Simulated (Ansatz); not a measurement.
The (111) surface of fcc Pt, one row in 4 of the top plane missing (bottom of the slab: a bare face, its two planes held)

All values below come from PBE (plane waves to 420 eV, PAW; Ansatz, a first-principles code).

Model: 23-atom slab, 11.5 Å thick at the start, 15x4x1 mesh, Fermi-Dirac 0.1 eV, dipole correction, 8 atoms held, the rest relaxed; no symmetry held; no spin, no spin-orbit, no U. In PBE it is, or lies within 0.01 eV a 1x1 cell of, the lowest of the 2 structures of its composition computed so far; larger cells were not tried.

```yaml
work_function_of_the_top_face: 5.46 eV
energy_released_by_relaxation: 0.35 eV
cost: around 60 core-minutes (rough)
```
